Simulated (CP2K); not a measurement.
CP2K run on Lu3TlC (Pm-3m, 5 atoms in the cell): self-consistent single point.

Level of theory: CP2K with PBEsol, GPW, DZVP-MOLOPT-SR-GTH basis, GTH-PBE potentials (GTH_POTENTIALS).

The change in words: lattice scaled by 0.98. Reference geometry:
```
Lu3TlC
1.0
    4.74607     0.00000     0.00000
    0.00000     4.74607     0.00000
    0.00000     0.00000     4.74607
Lu Tl C
3 1 1
Direct
  0.50000   0.00000   0.50000
  0.00000   0.50000   0.50000
  0.50000   0.50000   0.00000
  0.00000   0.00000   0.00000
  0.50000   0.50000   0.50000
```

Reference input (self-consistent single point, DFT PBEsol, GPW, DZVP-MOLOPT-SR-GTH basis, GTH-PBE potentials (GTH_POTENTIALS)): CUTOFF = 500 Ry; REL_CUTOFF = 50 Ry; SMEAR/METHOD = GAUSSIAN; SIGMA = 0.136 eV; KPOINTS/SCHEME = MONKHORST-PACK 5 5 5; XC_FUNCTIONAL = PBE:PBESOL; Lu/BASIS_SET = DZVP-MOLOPT-SR-GTH-q25; Lu/POTENTIAL = GTH-PBE-q25; Tl/BASIS_SET = DZVP-MOLOPT-SR-GTH-q13; Tl/POTENTIAL = GTH-PBE-q13; C/BASIS_SET = DZVP-MOLOPT-SR-GTH-q4; C/POTENTIAL = GTH-PBE-q4. This run's input differs from it in these lines:

```diff
@@ -67,5 +67,5 @@
     &CELL
-      A 4.74607000 0.00000000 0.00000000
-      B 0.00000000 4.74607000 0.00000000
-      C 0.00000000 0.00000000 4.74607000
+      A 4.65114900 0.00000000 0.00000000
+      B 0.00000000 4.65114900 0.00000000
+      C 0.00000000 0.00000000 4.65114900
       PERIODIC XYZ
```

Log, with long lists cut:

```
 SCF WAVEFUNCTION OPTIMIZATION

  Step     Update method      Time    Convergence         Total energy    Change
     1 NoMix/Diag. 0.20E+00      -     2.45667263      -843.9728872922 -8.44E+02
     2 Broy./Diag. 0.20E+00      -     0.07401105      -845.0634071156 -1.09E+00
     3 Broy./Diag. 0.20E+00      -     0.21844043      -844.0053412945  1.06E+00
     4 Broy./Diag. 0.20E+00      -     0.01365069      -843.0845629979  9.21E-01
     5 Broy./Diag. 0.20E+00      -     0.02213741      -843.0077499398  7.68E-02
     6 Broy./Diag. 0.20E+00      -     0.00784851      -842.9396747839  6.81E-02
   [... 7 lines left out ...]
    14 Broy./Diag. 0.20E+00      -     0.00000972      -842.9333544274 -1.70E-04
    15 Broy./Diag. 0.20E+00      -     0.00000131      -842.9333540118  4.16E-07
    16 Broy./Diag. 0.20E+00      -     0.00000185      -842.9333534147  5.97E-07
    17 Broy./Diag. 0.20E+00      -     0.00000046      -842.9333621720 -8.76E-06
  *** SCF run converged in    17 steps ***

  Overlap energy of the core charge distribution:               0.00000000003454
  Self energy of the core charge distribution:              -1166.15181576263876
  Core Hamiltonian energy:                                    328.87487675946710
  Hartree energy:                                              71.66807147394913
  Exchange-correlation energy:                                -77.32415108869679
  Smearing free energy correction:                             -0.00034355477688
  Fermi energy:                                                 0.34218651967165

  Total energy:                                              -842.93336217201534
  Total energy (extrapolated to sigma->0):                   -842.93319039462688

   [... lines left out ...]

 STRESS| Analytical stress tensor [bar]
 STRESS|                        x                   y                   z
 STRESS|      x        4.48754933783E+04   6.74887764828E-02   6.74887749943E-02
 STRESS|      y        6.74887764828E-02   4.48755273081E+04   6.74887745746E-02
 STRESS|      z        6.74887749943E-02   6.74887745746E-02   4.48756141436E+04
 STRESS| 1/3 Trace                                             4.48755449434E+04
```

The run converged in 17 iterations. Against the reference run the free energy goes up by 10.4 meV/atom and the pressure goes from -1.53 to 4.49 GPa.

The starting cell comes from a database of computed structures (which also holds hypothetical and non-ambient phases and stackings), without a prior relaxation at this level. For this run, on top of that: lattice scaled by 0.98. Values carry the incompleteness of an atom-centred basis. The potentials were made for another functional than the one used. With a pressure of about 4 GPa the cell is away from its equilibrium volume at this level.

Cost on one core of a shared machine: roughly 4 min.
